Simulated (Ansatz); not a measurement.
Rock-salt ZrN, relaxed in Ansatz (plane waves) with several semilocal functionals. Each gives its own volume and its own bulk modulus:

```tsv
level	V0 (Å³/atom)	bulk modulus B0 (GPa)	ln V0	ln B0
LDA	11.579	283.3	2.4492	5.6465
PBEsol	11.792	268.7	2.4674	5.5936
PBE-D3(BJ)	11.845	262.4	2.4719	5.5699
PBE-D4	11.906	256.8	2.4770	5.5483
RPBE	12.315	236.7	2.5108	5.4668
BLYP	12.544	229.9	2.5292	5.4376
```

### Question
Fit a straight line to ln B0 against ln V0. What does it predict for PBE, whose volume is 12.126 Å³/atom?

### Answer
With x = ln V0 and y = ln B0: means 2.48425 and 5.54378; Σ(Δx Δy) = -0.01161, Σ(Δx²) = 0.004443, so the slope is -2.61. At x = 2.4954 the line gives y = 5.54378 + (-2.61) × (2.4954 − 2.48425) = 5.5147, or 248.3 GPa. The run with PBE gives 249.0 GPa, +0.3 % from the line. The rows used scatter about it by up to 1.4 %, while the largest value lies 23 % above the smallest. For comparison, PBE's own equation of state has B′ = 4.3, the slope −d ln B/d ln V at a fixed functional; the two needn't agree, since functionals also differ at one volume.

Measured: 248 GPa (measured, room temperature, no zero-point or thermal correction, our sources range from 215 to 248; as tabulated in Synthesis of Binary Transition Metal Nitrides, Carbides and Borides from the …).

Ansatz's density-functional and Hartree–Fock values are scalar-relativistic unless marked +SOC, with PAW data made under PBE.

Ansatz is a program for electronic structure.
